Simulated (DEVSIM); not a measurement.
System: abrupt Si n-p junction, at 250 K.

```
layer (left to right)  material  thickness (μm)  Nd (cm⁻³)  Na (cm⁻³)   τn (s)   τp (s)
---------------------  --------  --------------  ---------  ---------  -------  -------
1                            Si            2.00     6.5e18          -  0.00083  0.00083
2                            Si            43.0          -     8.6e16  0.00083  0.00083
```

Left contact: ohmic. Right contact: ohmic. Voltage is applied to the left contact. Recombination: SRH at mid-gap, radiative. Mobility is μmin + (μ − μmin)/(1 + (N/Nref)^α).

Constants are typed, rounded textbook-type inputs, not results; the design itself was drawn at random and stands for no fabricated device. Values at 300 K; Nc and Nv go as T^1.5, mobilities as T to minus their exponent, the gap by Varshni's rule with the affinity fixed.

| parameter | Si |
|---|---|
| gap (eV) | 1.124 |
| affinity (eV) | 4.05 |
| permittivity | 11.7 |
| Nc (cm⁻³) | 2.86e19 |
| Nv (cm⁻³) | 3.1e19 |
| μn (cm²/Vs) | 1417 |
| μp (cm²/Vs) | 470 |
| μn,min | 52 |
| μp,min | 45 |
| Nref,n | 9.7e16 |
| Nref,p | 2.2e17 |
| αn | 0.68 |
| αp | 0.72 |
| T exponent of μn | 2.3 |
| T exponent of μp | 2.2 |
| B (cm³/s) | 4.7e-15 |
| Varshni α (eV/K) | 0.000473 |
| Varshni β (K) | 636 |

DEVSIM, 1D drift-diffusion, Boltzmann statistics, complete ionisation; no tunnelling, impact ionisation, image-force lowering or self-heating.

**Question.** Tabulate band edges, carrier densities and field at zero bias.

**Answer.** Energies count from the Fermi level of the right contact; mesh points crowd at the junctions.

```json
[
 {"x (μm)": "0.000", "Ec (eV)": "0.026", "Ev (eV)": "-1.110", "n (cm⁻³)": "6.5e18", "p (cm⁻³)": "< 1e2", "field (V/cm)": "≈ 0"},
 {"x (μm)": "0.03690", "Ec (eV)": "0.026", "Ev (eV)": "-1.110", "n (cm⁻³)": "6.5e18", "p (cm⁻³)": "< 1e2", "field (V/cm)": "≈ 0"},
 {"x (μm)": "0.1231", "Ec (eV)": "0.026", "Ev (eV)": "-1.110", "n (cm⁻³)": "6.5e18", "p (cm⁻³)": "< 1e2", "field (V/cm)": "≈ 0"},
 {"x (μm)": "0.3446", "Ec (eV)": "0.026", "Ev (eV)": "-1.110", "n (cm⁻³)": "6.5e18", "p (cm⁻³)": "< 1e2", "field (V/cm)": "≈ 0"},
 {"x (μm)": "1.151", "Ec (eV)": "0.026", "Ev (eV)": "-1.110", "n (cm⁻³)": "6.5e18", "p (cm⁻³)": "< 1e2", "field (V/cm)": "≈ 0"},
 {"x (μm)": "1.675", "Ec (eV)": "0.026", "Ev (eV)": "-1.110", "n (cm⁻³)": "6.5e18", "p (cm⁻³)": "< 1e2", "field (V/cm)": "≈ 0"},
 {"x (μm)": "1.885", "Ec (eV)": "0.026", "Ev (eV)": "-1.110", "n (cm⁻³)": "6.5e18", "p (cm⁻³)": "< 1e2", "field (V/cm)": "≈ 0"},
 {"x (μm)": "1.982", "Ec (eV)": "0.026", "Ev (eV)": "-1.110", "n (cm⁻³)": "6.5e18", "p (cm⁻³)": "< 1e2", "field (V/cm)": "≈ 0"},
 {"x (μm)": "2.011", "Ec (eV)": "0.228", "Ev (eV)": "-0.908", "n (cm⁻³)": "5.5e14", "p (cm⁻³)": "< 1e2", "field (V/cm)": "140000"},
 {"x (μm)": "2.061", "Ec (eV)": "0.778", "Ev (eV)": "-0.358", "n (cm⁻³)": "4500", "p (cm⁻³)": "1.4e12", "field (V/cm)": "76000"},
 {"x (μm)": "2.193", "Ec (eV)": "1.015", "Ev (eV)": "-0.121", "n (cm⁻³)": "< 1e2", "p (cm⁻³)": "8.6e16", "field (V/cm)": "34"},
 {"x (μm)": "2.714", "Ec (eV)": "1.015", "Ev (eV)": "-0.121", "n (cm⁻³)": "< 1e2", "p (cm⁻³)": "8.6e16", "field (V/cm)": "≈ 0"},
 {"x (μm)": "3.862", "Ec (eV)": "1.015", "Ev (eV)": "-0.121", "n (cm⁻³)": "< 1e2", "p (cm⁻³)": "8.6e16", "field (V/cm)": "≈ 0"},
 {"x (μm)": "6.794", "Ec (eV)": "1.015", "Ev (eV)": "-0.121", "n (cm⁻³)": "< 1e2", "p (cm⁻³)": "8.6e16", "field (V/cm)": "≈ 0"},
 {"x (μm)": "18.35", "Ec (eV)": "1.015", "Ev (eV)": "-0.121", "n (cm⁻³)": "< 1e2", "p (cm⁻³)": "8.6e16", "field (V/cm)": "≈ 0"},
 {"x (μm)": "33.81", "Ec (eV)": "1.015", "Ev (eV)": "-0.121", "n (cm⁻³)": "< 1e2", "p (cm⁻³)": "8.6e16", "field (V/cm)": "≈ 0"},
 {"x (μm)": "40.45", "Ec (eV)": "1.015", "Ev (eV)": "-0.121", "n (cm⁻³)": "< 1e2", "p (cm⁻³)": "8.6e16", "field (V/cm)": "≈ 0"},
 {"x (μm)": "43.23", "Ec (eV)": "1.015", "Ev (eV)": "-0.121", "n (cm⁻³)": "< 1e2", "p (cm⁻³)": "8.6e16", "field (V/cm)": "≈ 0"},
 {"x (μm)": "44.50", "Ec (eV)": "1.015", "Ev (eV)": "-0.121", "n (cm⁻³)": "< 1e2", "p (cm⁻³)": "8.6e16", "field (V/cm)": "≈ 0"},
 {"x (μm)": "44.82", "Ec (eV)": "1.015", "Ev (eV)": "-0.121", "n (cm⁻³)": "< 1e2", "p (cm⁻³)": "8.6e16", "field (V/cm)": "≈ 0"},
 {"x (μm)": "44.94", "Ec (eV)": "1.015", "Ev (eV)": "-0.121", "n (cm⁻³)": "< 1e2", "p (cm⁻³)": "8.6e16", "field (V/cm)": "≈ 0"},
 {"x (μm)": "45.00", "Ec (eV)": "1.015", "Ev (eV)": "-0.121", "n (cm⁻³)": "< 1e2", "p (cm⁻³)": "8.6e16", "field (V/cm)": "≈ 0"}
]
```
